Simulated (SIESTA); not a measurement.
## Short convergence ladders for LaRu2 (R3m, 6 atoms in the cell)

```xyz
6
Lattice="0.0000 3.8518 3.8518 3.8518 0.0000 3.8518 3.8518 3.8518 0.0000" Properties=species:S:1:pos:R:3 pbc="T T T"
La     1.9547     1.9547     1.9547
La     0.0000     0.0000     0.0000
Ru     2.8888     2.8888     4.8147
Ru     2.8888     4.8147     2.8888
Ru     4.8147     4.8147     4.8147
Ru     4.8147     2.8888     2.8888
```

Base method: GGA PBEsol, numerical atomic orbitals DZP, PseudoDojo PBEsol standard norm-conserving potentials (rewritten from UPF to PSML) (SIESTA).

Base settings: XC.functional = GGA; XC.authors = PBEsol; potentials = PseudoDojo PBEsol standard; PAO.BasisSize = DZP; PAO.EnergyShift = 0.01 Ry; MeshCutoff = 350 Ry; kgrid.MonkhorstPack = 3 3 3; OccupationFunction = MP; OccupationMPOrder = 0; ElectronicTemperature = 0.1 eV.

Core times come from one kind of shared machine, to one figure; runs under 30 s give none.

**The cutoff of the real-space grid**

The second cell is the first with its lattice scaled by 0.98.

The mesh stays at the base's, so the ladder's end is converged at best in this setting alone.

Only quantities that move along the ladder and can be compared are tabulated.

| MeshCutoff | free energy less the last step's (meV/atom) | energy of the compressed cell less the first (meV/atom) | pressure (GPa) | largest difference of a force vector from the last step's (eV/Å) | core time / last (rough) |
|---|---|---|---|---|---|
| 122 Ry (126 Ry used) | -18.57 | 16.89 | -3.00 | 0.018 | – |
| 158 Ry (181 Ry used) | -6.53 | 14.80 | -3.26 | 0.001 | 0.2 |
| 193 Ry (224 Ry used) | -3.38 | 13.99 | -3.08 | 0.005 | 0.3 |
| 315 Ry (322 Ry used) | -1.25 | 13.98 | -2.93 | 0.001 | 0.5 |
| 350 Ry (407 Ry used) | -0.64 | 13.56 | -2.94 | 0.004 | 0.5 |
| 612 Ry (724 Ry used) | 0.00 | 13.78 | -3.09 | 0.000 | 1 |

Coarsest MeshCutoff that holds the pressure within 0.05 GPa: not settled: the last two steps still differ by 0.15 GPa, over half the tolerance, so the ladder does not show it.

Coarsest MeshCutoff that holds the free energy within 5 meV/atom of the last step, with all finer ones: 193 Ry (224 Ry used), at about 0.3 of the last step's time; the step before is off by 6.5 meV/atom.

Coarsest MeshCutoff that holds the forces within 0.01 eV/Å of the last step, with all finer ones: 158 Ry (181 Ry used), at about 0.2 of the last step's time; the step before is off by 0.018 eV/Å.

The energy difference between the two cells stays within 1 meV/atom of the last step's from 193 Ry on, the total only from 350 Ry on: much of the error is common to both cells and cancels.

**The setting basis size**

Level: DFT, GGA PBEsol, numerical atomic orbitals TZDP, PseudoDojo PBEsol standard norm-conserving potentials (rewritten from UPF to PSML).

Moved along: PAO.BasisSize.

The second cell is the first with its lattice scaled by 0.98.

The mesh stays at the base's, so the ladder's end is converged at best in this setting alone.

The sets are ordered by size and need not be nested.

Only quantities that move along the ladder and can be compared are tabulated.

```tsv
basis (functions)	energy of the compressed cell less the first (meV/atom)	pressure (GPa)	largest difference of a force vector from the last step's (eV/Å)	core time / last (rough)
SZ (60)	-25.90	-9.11	0.043	–
SZP (78)	40.71	0.38	0.018	0.5
DZ (96)	-8.81	-6.56	0.057	0.3
DZP (114)	13.56	-2.94	0.015	0.6
TZP (150)	13.02	-3.08	0.008	0.9
TZDP (168)	12.98	-3.24	0.000	1
```

Coarsest basis (functions) that holds the energy of the compressed cell less the first within 1 meV/atom of the last step, with all finer ones: DZP (114); the step before is off by 22 meV/atom.

Coarsest basis (functions) that holds the pressure within 1 GPa of the last step, with all finer ones: DZP (114); the step before is off by 3.3 GPa.

On the base run: the starting cell comes from a database of computed structures (which also holds hypothetical and non-ambient phases and stackings), without a prior relaxation at this level. Its lattice was rescaled by up to half a per cent. One atom was moved a little off its site on purpose. Spin polarisation is off. Values carry the incompleteness of an atom-centred basis. Without a gap this mesh is coarse (it stands for a supercell whose shortest vector is 16 Å).

Left out of this page: 1 run of the series outside the window shown, repeating another row's setting, or not comparable.
